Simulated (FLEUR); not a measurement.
Worked example: self-consistent single point of Bi₂TeSe₂ (R3m, 5 atoms in the cell) in FLEUR.

Method of the run: PBEsol, all-electron FLAPW (FLEUR), scalar-relativistic valence in FLEUR.

The change in words: lattice scaled by 0.98. Reference geometry:
```xyz
5
Lattice="2.1218 1.2250 10.2465 -2.1218 1.2250 10.2465 0.0000 -2.4501 10.2465" Properties=species:S:1:pos:R:3 pbc="T T T"
Bi     0.0000     0.0000    18.6439
Bi     0.0000     0.0000    12.1972
Te     0.0000     0.0000     6.6078
Se     0.0000     0.0000     0.0747
Se     0.0000     0.0000    23.9558
```

Reference input (self-consistent single point, DFT, PBEsol, all-electron FLAPW (FLEUR), scalar-relativistic valence): Kmax = 4 1/bohr; GmaxXC = 16 1/bohr; xcFunctional = PBEs; jspins = 1; l_soc = F; mode = hist; fermiSmearingEnergy = 0.00183747 Htr; mesh (inpgen div1-3) = 4 4 4; inpgen gamma flag = true; Gmax = 16 1/bohr; numbands = 0; maxIterBroyd = 15. This run's input differs from it in these lines:

```diff
@@ -3,5 +3,5 @@
 &input film=f /
-2.1218100797 1.2250279058 10.2464869659
--2.1218100797 1.2250279058 10.2464869659
-0.0000000000 -2.4500549562 10.2464870682
+2.0793738799 1.2005270693 10.0415570000
+-2.0793738799 1.2005270693 10.0415570000
+-0.0000000000 -2.4010541386 10.0415570000
 1.8897261246
@@ -47,5 +47,5 @@
          <bravaisMatrix>
-            <row-1>    4.0096399390486974     2.3149672369542875    19.3630541048346210</row-1>
-            <row-2>   -4.0096399390486974     2.3149672369542875    19.3630541048346210</row-2>
-            <row-3>    0.0000000000000000    -4.6299328574368479    19.3630542981536031</row-3>
+            <row-1>    3.9294471436578924     2.2686673661456846    18.9757925945599979</row-1>
+            <row-2>   -3.9294471436578924     2.2686673661456846    18.9757925945599979</row-2>
+            <row-3>    0.0000000000000000    -4.5373347322913693    18.9757925945599979</row-3>
          </bravaisMatrix>
```

Output, abridged:

```
 Iteration:     1   Distance:       5.24061980 me/bohr^3
 Iteration:     2   Distance:       4.76051259 me/bohr^3
 Iteration:     3   Distance:       2.39245409 me/bohr^3
 Iteration:     4   Distance:       1.39928442 me/bohr^3
 Iteration:     5   Distance:       0.95635178 me/bohr^3
   [... 14 lines left out ...]
 Iteration:    20   Distance:       0.00006647 me/bohr^3
 Iteration:    21   Distance:       0.00002157 me/bohr^3
 Iteration:    22   Distance:       0.00001848 me/bohr^3
 Iteration:    23   Distance:       0.00000397 me/bohr^3
 Reset of history
 Run finished successfully
 Stop message:
   Structural relaxation: new displacements generated

[file out, last iteration]
             iter=     24
[...]
          total density-effective poten   -9.6304591798E+04
          total charge density-energy d   -1.1319427732E+03
 Updated energy parameters for spin:           1
[...]
 fermi energy and band-weighting factors:
   [... 5 lines left out ...]

[...]
FERMIE:
          first approx. to ef    (T=0)  :   0.239073 htr   (energy of the highest occ. eigenvalue)
          number of occ. states  (T=0)  :        507
          first approx. to seigv (T=0)  : -51.751077 htr
          sum of weights of occ. states :  39.000000
          sum of semicore charge        :   0.000000 e
FERHIS:  Fermi-Energy by histogram:
          bandgap                     :   0.020039 htr
   [... lines left out ...]
          charge neutrality (T=0)     :   0.000000    (zero if the highest occ. eigenvalue is "entirely" occupied)
     EF_NEWTON:  Adjust Fermi-Energy by Newton-Method.
 Direct bandgap for spin            1 :    2.0039330259164573E-002  Htr
 ---->    free energy=                    -54802.9334639935 htr
   [... lines left out ...]
 TOTAL FORCE FOR ATOM TYPE=  3  X=  0.000   Y=  0.000   Z= 12.237
                       FX_TOT= 0.000000 FY_TOT= 0.000000 FZ_TOT=-0.009830
 TOTAL FORCE FOR ATOM TYPE=  4  X=  0.000   Y=  0.000   Z=  0.138
                       FX_TOT= 0.000000 FY_TOT= 0.000000 FZ_TOT=-0.001930
 TOTAL FORCE FOR ATOM TYPE=  5  X=  0.000   Y=  0.000   Z=-12.563
                       FX_TOT= 0.000000 FY_TOT= 0.000000 FZ_TOT= 0.010750
```

The run converged in 23 iterations. FLEUR gives forces in its relaxation mode, with a further iteration, so its stop message speaks of a relaxation. Against the reference run the free energy goes up by 8.1 meV/atom, the largest force goes from 0.067 to 0.553 eV/Å and the gap on the mesh hardly changes (0.536 to 0.545 eV).

The starting cell comes from a database of computed structures (which also holds hypothetical and non-ambient phases and stackings), without a prior relaxation at this level. For this run, on top of that: lattice scaled by 0.98. Spin-orbit coupling is off. Values depend on the basis (sphere radii, cutoffs, local orbitals), which need not be converged.

Cost on one core of a shared machine: roughly 8 min.
